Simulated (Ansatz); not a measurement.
Convergence study of shifted k-point meshes for SrSi (Cm, 4 atoms in the cell)

```yaml
crystal:
  lattice:
    - [2.42164, -5.67650, 0.00000]
    - [2.42164, 5.67650, 0.00000]
    - [0.00000, 0.00000, 4.06799]
  atoms:
    - { symbol: Sr, position: [0.36129, 0.63871, 0.26229] }
    - { symbol: Sr, position: [0.63871, 0.36129, 0.75000] }
    - { symbol: Si, position: [0.06371, 0.93629, 0.25000] }
    - { symbol: Si, position: [0.93629, 0.06371, 0.75000] }
```

Method of the run: PBEsol, default PAW files made with PBE (plane waves; Ansatz, a first-principles code).

Base settings: basis.ecutwfc = 420 eV; kpoints.mp_grid.grid = 8 8 8; hamiltonian.xc = pbesol; hamiltonian.pseudopotentials = {kind: paw} (the program's default PAW files); scf.occupations.method = fermi_dirac; scf.occupations.width = 0.1 eV.

In this ladder: kpoints.mp_grid.shift = 0.5 0.5 0.5.

Only quantities that move along the ladder and can be compared are tabulated.

The count of work is k-points × plane waves × bands × iterations; it is no time. 

The starting cell comes from a database of computed structures (which also holds hypothetical and non-ambient phases and stackings), without a prior relaxation at this level. Its lattice was rescaled by up to half a per cent. One atom was moved a little off its site on purpose. Ansatz's pressure includes its estimate of the finite-basis (Pulay) stress.

Steps (kpoints.mp_grid.grid): 2 2 2; 2 2 3; 3 3 3; 3 3 4; 4 4 4; 5 5 5; 6 6 6; 7 7 8; 9 9 10; 16 16 18.

Task: What is the coarsest kpoints.mp_grid.grid that holds the pressure within 0.1 GPa of the last step, with all finer ones?

Result: 3 3 3, at 0.0095 of the last step's count of work; the step before is off by 0.15 GPa.

Task: What is the coarsest kpoints.mp_grid.grid that holds the free energy within 2 meV/atom of the last step, with all finer ones?

Result: 5 5 5, at 0.032 of the last step's count of work; the step before is off by 14 meV/atom.

Task: What is the coarsest kpoints.mp_grid.grid that holds the forces within 0.005 eV/Å of the last step, with all finer ones?

Result: 9 9 10, at 0.18 of the last step's count of work; the step before is off by 0.010 eV/Å.

| kpoints.mp_grid.grid | free energy less the last step's (meV/atom) | pressure (GPa) | largest difference of a force vector from the last step's (eV/Å) | count of work / last |
|---|---|---|---|---|
| 2 2 2 | 70.24 | -1.75 | 0.422 | 0.0029 |
| 2 2 3 | 21.28 | -2.11 | 0.156 | 0.0048 |
| 3 3 3 | -18.96 | -2.01 | 0.149 | 0.0095 |
| 3 3 4 | -18.65 | -2.03 | 0.123 | 0.0098 |
| 4 4 4 | -14.46 | -1.98 | 0.120 | 0.019 |
| 5 5 5 | 1.61 | -1.99 | 0.079 | 0.032 |
| 6 6 6 | 1.10 | -1.99 | 0.049 | 0.051 |
| 7 7 8 | 0.29 | -1.98 | 0.010 | 0.092 |
| 9 9 10 | 0.18 | -1.97 | 0.002 | 0.18 |
| 16 16 18 | 0.00 | -1.96 | 0.000 | 1.0 |

Two neighbours can agree and both be off: 3 3 3 and 3 3 4 differ by 0.31 meV/atom in the free energy, yet lie about 19 meV/atom from the last step.

Keys are those of Ansatz 0.2.
